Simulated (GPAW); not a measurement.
# Short convergence ladders for Te (C2, 3 atoms in the cell)

```xyz
3
Lattice="2.2189 -3.8432 0.0000 2.2189 3.8432 0.0000 0.0000 0.0000 5.9004" Properties=species:S:1:pos:R:3 pbc="T T T"
Te     0.5836     1.0108     3.9336
Te     3.3206     0.0000     0.0000
Te     0.5836    -1.0108     1.9668
```

Base method: LDA (Perdew-Wang 92), GPAW PAW datasets LDA (gpaw-data 1.0.1) (plane waves; GPAW).

Base settings: mode = pw; ecut = 550 eV; xc = LDA; kpts = 3 3 2; mesh shift (steps) = 0 0 0; occupations.name = fermi-dirac; occupations.width = 0.02 eV; nbands = -4; convergence.bands = -2; symmetry.symmorphic = false.

The count of work is k-points × plane waves × bands × iterations; it is no time. Core times come from one kind of shared machine, to one figure; runs under 30 s give none.

**The cutoff for other potential files**

In this ladder: nbands = -7; convergence.bands = default; setups = {Te: 16}.

The second cell is the first with its lattice scaled by 0.98.

The mesh stays at the base's, so the ladder's end is converged at best in this setting alone.

Only quantities that move along the ladder and can be compared are tabulated.

| ecut | free energy less the last step's (meV/atom) | energy of the compressed cell less the first (meV/atom) | pressure (GPa) | largest difference of a force vector from the last step's (eV/Å) | count of work / last |
|---|---|---|---|---|---|
| 250 eV | 577.05 | 7.54 | -0.94 | 0.012 | 0.080 |
| 300 eV | 484.28 | 3.68 | -4.54 | 0.013 | 0.11 |
| 385 eV | 197.89 | 6.84 | -3.21 | 0.010 | 0.15 |
| 470 eV | 152.57 | 6.67 | -1.04 | 0.001 | 0.24 |
| 550 eV | 131.15 | 6.26 | -2.04 | 0.002 | 0.31 |
| 660 eV | 55.00 | 5.74 | -2.32 | 0.010 | 0.41 |
| 825 eV | 4.52 | 6.42 | -1.27 | 0.019 | 0.56 |
| 1100 eV | 0.00 | 6.45 | -1.04 | 0.000 | 1.0 |

Coarsest ecut that holds the pressure within 0.5 GPa of the last step, with all finer ones: 825 eV; the step before is off by 1.3 GPa.

Coarsest ecut that holds the free energy within 5 meV/atom: not settled: the last two steps still differ by 4.5 meV/atom, over half the tolerance, so the ladder does not show it.

Coarsest ecut that holds the forces within 0.005 eV/Å: not settled: the last two steps still differ by 0.019 eV/Å, over half the tolerance, so the ladder does not show it.

**The relaxed cell against the cutoff**

On Te (P3_121, 3 atoms in the cell): atoms on their sites.

In this ladder: nbands = -7; convergence.bands = default; convergence.density = 1e-05 e/electron; optimizer = BFGS; fmax = 0.02 eV/Å.

The mesh stays at the base's, so the ladder's end is converged at best in this setting alone.

Only quantities that move along the ladder and can be compared are tabulated.

```tsv
ecut	relaxed volume (Å³/atom)	relaxation steps	core time / last (rough)
275 eV	32.682	5	–
330 eV	32.636	5	–
385 eV	32.856	10	–
470 eV	33.017	10	0.3
550 eV	33.085	10	0.4
660 eV	33.102	10	0.5
825 eV	33.096	11	0.7
1100 eV	33.088	10	1
```

Coarsest ecut that holds the relaxed volume within 0.033 Å³/atom of the last step, with all finer ones: 550 eV, at about 0.4 of the last step's time; the step before is off by 0.072 Å³/atom.

At the lowest cutoff the cell relaxes to a volume 1.2 % smaller than at the highest.

On the base run: the starting cell has typed, rounded lattice constants, without a prior relaxation at this level. Its lattice was rescaled by up to half a per cent. One atom was moved a little off its site on purpose.
